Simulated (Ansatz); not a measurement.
The starting structures come from a database of crystals and need not be the phases stable at ambient conditions.

Tunnelling through a barrier is set by its complex band structure: the current falls as exp(−2κd) with the smallest κ.

```
CELL_PARAMETERS angstrom
      4.66727     0.00000     0.00000
     -2.33364     4.04197     0.00000
      0.00000     0.00000     5.18280
ATOMIC_POSITIONS crystal
  Be 0.00000 0.46585 0.33333
  Be 0.53415 0.53415 0.66667
  Be 0.46585 0.00000 0.00000
  F  0.72272 0.13388 0.22227
  F  0.86612 0.58884 0.55560
  F  0.41116 0.27728 0.88894
  F  0.58884 0.86612 0.77773
  F  0.27728 0.41116 0.44440
  F  0.13388 0.72272 0.11106
```

Space group of this cell: P3_121. The cell is taken as given.

Transport runs along the normal of the first two printed cell vectors, the (001) plane of the conventional cell.

The gap is the functional's own. No spin-orbit coupling. Mid-gap values are interpolated on the energy grid.

**Question.** Compute, with r2SCAN in Ansatz (a first-principles code), the band gap and the smallest decay constant κ at mid-gap.

**Answer.** Gap 9.41 eV on a 12×12×6 mesh; κ = 0.676 1/Å, at the zone centre.
